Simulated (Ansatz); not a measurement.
## BaZrO3: biaxial strain +0.44 %, plane normal [001], relaxed out of plane

Consider BaZrO3 in the cubic perovskite structure (space group Pm-3m, No. 221; a = 4.2050 Å). Axes: x, y, z lie along the cube axes.

The change: biaxial strain +0.44 %, plane normal [001], relaxed out of plane (Cartesian); in-plane vectors clamped, the third vector and the atoms free.

Calculations: DFT with r2SCAN, PAW potentials and a 500 eV plane-wave cutoff in Ansatz (a quantum-chemistry and plane-wave program), spin-orbit coupling left out. k-mesh 8×8×8 (Γ-centred); smearing 0.05 eV (Fermi–Dirac).

| quantity | base | changed | shift |
|---|---|---|---|
| volume per atom | 14.87 Å³ | 14.97 Å³ | +0.10 Å³ |
| space group | Pm-3m (No. 221) | P4/mmm (No. 123) | – |
| shortest interatomic distance | 2.102 Å | 2.098 Å | -0.0049 Å |
| energy relative to the base (free energy F) | 0 meV/atom | +0.6 meV/atom | +0.6 meV/atom |
| pressure (mean of the normal stresses, compression positive) | 0.1 kbar | -10.2 kbar | -10.3 kbar |
| band gap | 3.73 eV | 3.69 eV | -0.04 eV |
| gap character | – | indirect, A → Γ | – |
| smallest direct gap | 3.96 eV | 3.92 eV | -0.04 eV |
| electron mass | – | 2.8 mₑ out of plane, 0.37 mₑ in plane (at Γ) | – |
| out-of-plane strain | – | -0.23 % | – |
| mean in-plane stress (compression positive) | – | -1.5 GPa | – |

Cost of the whole job for the changed cell (relaxation, final SCF and bands): roughly 2.2 core-minutes.

Effective masses come from finite differences of ±0.01 Å⁻¹. Stability against distortions was not tested. k-point labels follow each cell's own Brillouin zone.
